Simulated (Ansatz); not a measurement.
**SiO2: band gap against strain**

SiO2 (rutile, P4_2/mnm, 7.854 Å³/atom at rest, c along z) under a strain ε along a (axis x), the other axes held. PBEsol in Ansatz, a plane-wave DFT program (PAW, default set), 420 eV, 8×8×12 Γ-centred mesh, Fermi-Dirac smearing 0.05 eV; ions are relaxed within the symmetry of each cell. Gaps are the smallest over the k-mesh and a band path, without spin-orbit coupling; in all rows the valence edge lies at Γ and the conduction edge at Γ.

Here s stands for strain and Eg for gap.

```
strain (%)  gap (eV)
----------  --------
0.00           5.354
0.60           5.274
1.20           5.197
1.80           5.123
3.00               ?
```

### Question
Fit Eg against s with a straight line, and predict the withheld value at s = 3.00.

### Answer
Means: s 0.90000, Eg 5.2370. About the means, the sum of products is -0.23100 and the sum of squares of s is 1.8000; the slope is their ratio. Least squares gives Eg = 5.3525 - 0.12833·s. Residuals (row less fit): 0.0015, -0.0015, -0.0015, 0.0015; standard error 0.0021 (degrees of freedom: 2). Over these rows the gap moves by -13 ± 0.2 eV per unit strain. At the withheld row, Eg = 5.3525 - 0.12833 × 3.0 = 4.9675 eV. The calculation gives 4.984 eV, 0.0165 eV above the prediction (4.5 % of the range of Eg in the table). The row lies outside the fitted rows, so this is an extrapolation. From the scatter of the fitted rows alone, a prediction at this place has a standard error of 0.0041 eV, so the miss is 4.0 times that.

One order more, fitted to all 6 runs of the series, follows each within 0.001, so the miss is the next term of a smooth law. SiO2 is here stishovite, a high-pressure form. Rows are the converged runs of the series near zero and its far end; series whose fitted rows scatter by over a few per cent of the range, as at a crossing or softening among them, aren't shown in this form. Most that stay on the fit to the last digits aren't either.
